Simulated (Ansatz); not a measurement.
The reference is Ga2O3 (space group C2/m, No. 12; a = 12.2547 Å, b = 3.0389 Å, c = 5.8078 Å, α = 90.00°, β = 103.81°, γ = 90.00°).

Level of theory: Kohn–Sham DFT with the r2SCAN functional, run in Ansatz (a program for electronic structure) with PAW and 500 eV plane waves, no spin-orbit coupling, earlier PAW set.

For the base:

Smallest direct gap: 3.07 eV
Band gap: 3.03 eV
Density: 5.93 g/cm³

The change: a hydrostatic pressure of 15 GPa.

Task: Estimate the effect on the smallest direct gap.

Result: The smallest direct gap grows by 0.60 eV to 3.67 eV.

Task: Estimate the effect on the band gap.

Result: The band gap grows by 0.611 eV, from 3.03 eV to 3.65 eV.

Task: Predict the new density.

Result: The density increases by 0.45 g/cm³ (5.93 g/cm³ → 6.38 g/cm³).

Load acts through the strain it causes; cell and atoms are relaxed under it. Stability against distortions was not tested. No other phases were tried under pressure.
